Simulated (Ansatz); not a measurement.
Electronic density of states of amorphous Hf18O36Ta, density 9.14 g/cm³, on a 2×2×2 Γ-centred mesh with a Gaussian width of 0.1 eV; energies count from the Fermi level, whose place inside the gap is arbitrary. Cell and mesh are small, so fine structure isn't converged. The numbers are results of PBE, scalar-relativistic without spin-orbit coupling (plane waves to 420 eV, PAW; Ansatz, an electronic-structure program), not measurements. Sampling: a 2×2×2 Γ-centred mesh; Fermi-Dirac width 0.02 eV; collinear spin, started from a total moment of 1 μB (at the end a net moment of 1.0 μB). The usual formal charges leave 5 electrons over, so the level spacing at the Fermi energy parts defect or band states and needn't be the band gap. In the spin-polarised cell the level spacing at the Fermi energy can part levels of unlike spin.

It comes from a melt-quench run on a machine-learned potential (CHGNet), relaxed afterwards by DFT. O atoms were pushed apart under 1.9 Å during the dynamics, to hinder bonds among them. The hot cell started wider than the set density and was brought back towards it in steps. It is the lowest in DFT energy of 2 quenches. It is a model cell: composition and starting density were chosen by hand, and all elements were melted together. No dispersion term was used. Its density started from a set value of 9.26 and ended at 9.14 g/cm³. The simulated quench (nominally 300 K/ps over its main leg) is rapid and tends to freeze in more defects than a deposited or slowly cooled glass has. A cell of this size samples the disorder only roughly. The volume was free in the relaxation, at fixed shape. Stress components on the final sampling reach 2.2 GPa. On a 2×2×2 Γ-centred mesh force components of up to 0.23 eV/Å stay, since the relaxation ran on the zone centre alone.

(E - EF (eV), states/(eV atom)): (-12.00, 0.00); (-11.90, 0.00); (-11.80, 0.00); (-11.70, 0.00); (-11.60, 0.00); (-11.50, 0.00); (-11.40, 0.00); (-11.30, 0.00); (-11.20, 0.00); (-11.10, 0.00); (-11.00, 0.00); (-10.90, 0.00); (-10.80, 0.00); (-10.70, 0.00); (-10.60, 0.00); (-10.50, 0.00); (-10.40, 0.00); (-10.30, 0.00); (-10.20, 0.00); (-10.10, 0.00); (-10.00, 0.00); (-9.90, 0.00); (-9.80, 0.00); (-9.70, 0.00); (-9.60, 0.00); (-9.50, 0.00); (-9.40, 0.00); (-9.30, 0.00); (-9.20, 0.00); (-9.10, 0.00); (-9.00, 0.00); (-8.90, 0.00); (-8.80, 0.01); (-8.70, 0.09); (-8.60, 0.30); (-8.50, 0.46); (-8.40, 0.51); (-8.30, 0.55); (-8.20, 0.64); (-8.10, 0.71); (-8.00, 0.66); (-7.90, 0.67); (-7.80, 0.69); (-7.70, 0.83); (-7.60, 0.88); (-7.50, 0.89); (-7.40, 0.85); (-7.30, 0.80); (-7.20, 0.80); (-7.10, 0.84); (-7.00, 0.86); (-6.90, 0.87); (-6.80, 0.85); (-6.70, 0.81); (-6.60, 0.83); (-6.50, 0.78); (-6.40, 0.73); (-6.30, 0.78); (-6.20, 0.84); (-6.10, 0.84); (-6.00, 0.87); (-5.90, 0.86); (-5.80, 0.90); (-5.70, 0.93); (-5.60, 0.91); (-5.50, 0.86); (-5.40, 0.85); (-5.30, 0.90); (-5.20, 0.96); (-5.10, 0.97); (-5.00, 0.93); (-4.90, 0.90); (-4.80, 0.93); (-4.70, 0.95); (-4.60, 0.93); (-4.50, 0.92); (-4.40, 0.89); (-4.30, 0.81); (-4.20, 0.66); (-4.10, 0.60); (-4.00, 0.54); (-3.90, 0.49); (-3.80, 0.47); (-3.70, 0.39); (-3.60, 0.30); (-3.50, 0.18); (-3.40, 0.03); (-3.30, 0.00); (-3.20, 0.00); (-3.10, 0.00); (-3.00, 0.00); (-2.90, 0.00); (-2.80, 0.00); (-2.70, 0.00); (-2.60, 0.00); (-2.50, 0.00); (-2.40, 0.00); (-2.30, 0.00); (-2.20, 0.00); (-2.10, 0.00); (-2.00, 0.00); (-1.90, 0.00); (-1.80, 0.00); (-1.70, 0.00); (-1.60, 0.00); (-1.50, 0.00); (-1.40, 0.00); (-1.30, 0.04); (-1.20, 0.09); (-1.10, 0.08); (-1.00, 0.10); (-0.90, 0.13); (-0.80, 0.16); (-0.70, 0.10); (-0.60, 0.02); (-0.50, 0.00); (-0.40, 0.02); (-0.30, 0.07); (-0.20, 0.07); (-0.10, 0.02); (0.00, 0.00); (0.10, 0.01); (0.20, 0.04); (0.30, 0.12); (0.40, 0.22); (0.50, 0.34); (0.60, 0.38); (0.70, 0.41); (0.80, 0.45); (0.90, 0.47); (1.00, 0.49); (1.10, 0.49); (1.20, 0.54); (1.30, 0.61); (1.40, 0.62); (1.50, 0.72); (1.60, 0.79); (1.70, 0.71); (1.80, 0.68); (1.90, 0.69); (2.00, 0.70); (2.10, 0.71); (2.20, 0.75); (2.30, 0.80); (2.40, 0.82); (2.50, 0.79); (2.60, 0.76); (2.70, 0.70); (2.80, 0.68); (2.90, 0.66); (3.00, 0.61); (3.10, 0.62); (3.20, 0.57); (3.30, 0.55)

The level spacing at the Fermi energy on this mesh is 0.39 eV; the broadening fills part of it in the curve.
